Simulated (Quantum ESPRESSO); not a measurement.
A short convergence ladder for SrGaSi (P-6m2, 3 atoms in the cell)

```
SrGaSi
1.0
    4.19212     0.00000     0.00000
   -2.09606     3.63048     0.00000
    0.00000     0.00000     4.75003
Sr Ga Si
1 1 1
Direct
  0.00000   0.00000   0.00000
  0.33333   0.66667   0.50000
  0.66667   0.33333   0.50000
```

Base method: LDA (PZ), GBRV 1.5 ultrasoft (LDA) pseudopotentials (plane waves; Quantum ESPRESSO).

Base settings: ecutwfc = 50 Ry; ecutrho = 250 Ry; occupations = smearing; smearing = fermi-dirac; degauss = 0.0073499 Ry; potentials = {Sr: sr_lda_v1.uspp.F.UPF, Ga: ga_lda_v1.4.uspp.F.UPF, Si: si_lda_v1.uspp.F.UPF}; K_POINTS = automatic 4 4 3 0 0 0; conv_thr = 1e-11 Ry; mixing_beta = 0.3.

**Zone-centre phonons against the cutoff**

In this ladder: ph.x.tr2_ph = 1e-14; ph.x.fildyn = dyn.G; dynmat.x.fildyn = dyn.G; dynmat.x.asr = crystal. Moved along: ecutrho.

The mesh stays at the base's, so the ladder's end is converged at best in this setting alone.

Frequencies are those of the unrelaxed cell, without the LO-TO term of polar crystals.

Only quantities that move along the ladder and can be compared are tabulated.

| ecutwfc | lowest optical frequency (cm⁻¹) |
|---|---|
| 25 Ry | 57.2 |
| 35 Ry | 58.5 |
| 50 Ry | 58.9 |
| 60 Ry | 58.9 |

Coarsest ecutwfc that holds the lowest optical frequency within 1 cm⁻¹ of the last step, with all finer ones: 35 Ry; the step before is off by 1.7 cm⁻¹.

On the base run: the starting cell comes from a database of computed structures (which also holds hypothetical and non-ambient phases and stackings), without a prior relaxation at this level. Its lattice was rescaled by up to half a per cent. In the base run, with a pressure of about -4 GPa the cell is away from its equilibrium volume at this level. Without a gap this mesh is coarse (it stands for a supercell whose shortest vector is 14 Å).
